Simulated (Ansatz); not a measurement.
What pressure 4.2 GPa does to WSi2

Take WSi2 (space group I4/mmm, No. 139; a = 3.212 Å, c = 7.804 Å) as the base.

Perturbation: a hydrostatic pressure of 4.2 GPa.

Computed with r2SCAN (Ansatz, a program for electronic structure; PAW; 500 eV plane waves; spin-orbit coupling left out). k-mesh 20×20×20 (Γ-centred); smearing 0.05 eV (Fermi–Dirac).

The volume per atom decreases by 0.231 Å³ (13.42 Å³ → 13.18 Å³) and the density grows by 0.173 g/cm³ to 10.08 g/cm³. The c/a ratio increases by 0.004 to 2.434 and the shortest interatomic distance decreases by 0.008 Å to 2.569 Å. The enthalpy H = E + PV relative to the base's energy is +0.35 eV/atom and the band gap is still zero.

Final structure:

```
WSi2
1.0
   -1.59572     1.59572     3.88334
    1.59572    -1.59572     3.88334
    1.59572     1.59572    -3.88334
W Si
1 2
Direct
  0.00000   0.00000   0.00000
  0.33458   0.33458   0.00000
  0.66542   0.66542   0.00000
```

Load acts through the strain it causes; cell and atoms are relaxed under it. Whether these cells are dynamically stable was not tested. All final runs are without spin polarisation.
